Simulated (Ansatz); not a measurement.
Input:

```xyz
3
Lattice="4.5298 0.0000 0.0000 -2.2649 3.9229 0.0000 0.0000 0.0000 19.7422" Properties=species:S:1:pos:R:3 pbc="T T T"
Pb     0.0000     0.0000     9.8711
I      0.0000     2.6153    11.8093
I      2.2649     1.3076     7.9329
```

Level of theory: PBE with spin-orbit coupling, rigid bands (plane waves, PAW; Ansatz, a first-principles code). Condition of this run: biaxial strain -3 % with spin-orbit coupling. How the cell was made: cell and atoms relaxed with PBE, then loaded as said.

Question: Predict the electron conductivity mass (n e² τ/σ) at 300 K, by direction if it differs.

Answer: 0.36 mₑ.

Question: What conductivity effective mass do dilute holes have at 300 K?

Answer: 1.62 mₑ.

Question: And the band gap?

Answer: 1.83 eV at this level; semilocal functionals usually fall short of the measured gap.

Rigid bands, one relaxation time for all states, no polarons.
